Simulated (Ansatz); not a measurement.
## A computed series for BaHfO3: pressure series

Consider BaHfO3 in the cubic perovskite structure (space group Pm-3m, No. 221; a = 4.1575 Å).

Cell and atoms are relaxed at each pressure.

Method: Kohn–Sham DFT with the PBEsol functional, run in Ansatz (a quantum-chemistry and plane-wave program) with PAW and 420 eV plane waves, spin-orbit coupling left out.

```tsv
pressure (GPa)	volume per atom (Å³/atom)
-2	14.548
-1	14.459
0	14.373
0.3	14.348
0.7	14.315
1.5	14.248
5	13.979
7.5	?
10	13.636
```

Q: Fit the third-order Birch–Murnaghan form P(V) = (3B₀/2)[(V₀/V)^(7/3) − (V₀/V)^(5/3)]·[1 + (3/4)(B₀′ − 4)((V₀/V)^(2/3) − 1)] (squares taken in P) to the rows shown and predict the withheld row.

A: Least squares on the printed values gives V₀ = 14.373 Å³/atom, B₀ = 169 GPa, B₀′ = 4.3; this predicts 13.802 Å³/atom, and the run gives 13.802 Å³/atom, in agreement.

Load acts through the strain it causes; cell and atoms are relaxed under it. Stability against distortions was not tested. No other phases were tried under pressure.
